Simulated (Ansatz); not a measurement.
**Sn: response to strain**

Start from Sn (space group I4_1/amd, No. 141; a = 5.887 Å, c = 3.186 Å; relaxed with 0.1 eV smearing). Axes: x, y, z lie along a, b, c of the conventional cell.

Strains are applied to the cell and any free atomic positions relax; under biaxial strain the out-of-plane vector relaxes too; under stress the whole cell relaxes.

Method: DFT with r2SCAN, PAW potentials and a 500 eV plane-wave cutoff in Ansatz (a first-principles code), scalar-relativistic without spin-orbit coupling.

Notes on the quantities. energy relative to the base: free energy F; pressure: mean of the normal stresses, compression positive.

```json
[
 {"variant": "base", "energy relative to the base": "0 meV/atom", "pressure": "0.0 GPa", "shortest interatomic distance": "3.049 Å", "space group": "I4_1/amd (No. 141)"},
 {"variant": "biaxial strain −4.86 %, plane normal [001], relaxed out of plane", "energy relative to the base": "(withheld)", "pressure": "3.8 GPa", "shortest interatomic distance": "2.923 Å", "space group": "I4_1/amd (No. 141)"},
 {"variant": "biaxial strain −1.82 %, plane normal [001], relaxed out of plane", "energy relative to the base": "+6.3 meV/atom", "pressure": "1.5 GPa", "shortest interatomic distance": "3.000 Å", "space group": "I4_1/amd (No. 141)"},
 {"variant": "biaxial strain −0.45 %, plane normal [001], relaxed out of plane", "energy relative to the base": "+0.4 meV/atom", "pressure": "0.4 GPa", "shortest interatomic distance": "3.037 Å", "space group": "I4_1/amd (No. 141)"},
 {"variant": "biaxial strain +1.04 %, plane normal [001], relaxed out of plane", "energy relative to the base": "+2.1 meV/atom", "pressure": "(withheld)", "shortest interatomic distance": "3.077 Å", "space group": "I4_1/amd (No. 141)"},
 {"variant": "isotropic strain +1.24 %", "energy relative to the base": "+6.1 meV/atom", "pressure": "-1.8 GPa", "shortest interatomic distance": "3.087 Å", "space group": "I4_1/amd (No. 141)"},
 {"variant": "uniaxial strain ε_yy = −0.50 %", "energy relative to the base": "+0.2 meV/atom", "pressure": "0.3 GPa", "shortest interatomic distance": "3.042 Å", "space group": "Imma (No. 74)"},
 {"variant": "uniaxial strain ε_zz = +2.94 %", "energy relative to the base": "+6.1 meV/atom", "pressure": "-1.4 GPa", "shortest interatomic distance": "3.055 Å", "space group": "I4_1/amd (No. 141)"},
 {"variant": "uniaxial stress, 2 GPa compression along z", "energy relative to the base": "+3.6 meV/atom", "pressure": "–", "shortest interatomic distance": "3.059 Å", "space group": "I4_1/amd (No. 141)"},
 {"variant": "tensor shear ε_xz = −0.96 %", "energy relative to the base": "+0.8 meV/atom", "pressure": "0.0 GPa", "shortest interatomic distance": "3.044 Å", "space group": "C2/m (No. 12)"}
]
```

Question: What belongs in the blanks?

Answer: 
- biaxial strain −4.86 %, plane normal [001], relaxed out of plane, energy relative to the base: +46 meV/atom
- biaxial strain +1.04 %, plane normal [001], relaxed out of plane, pressure: -0.7 GPa

A biaxial case was relaxed in a doubled cell and then solved in the primitive one. Stability under load was not tested beyond the relaxation.
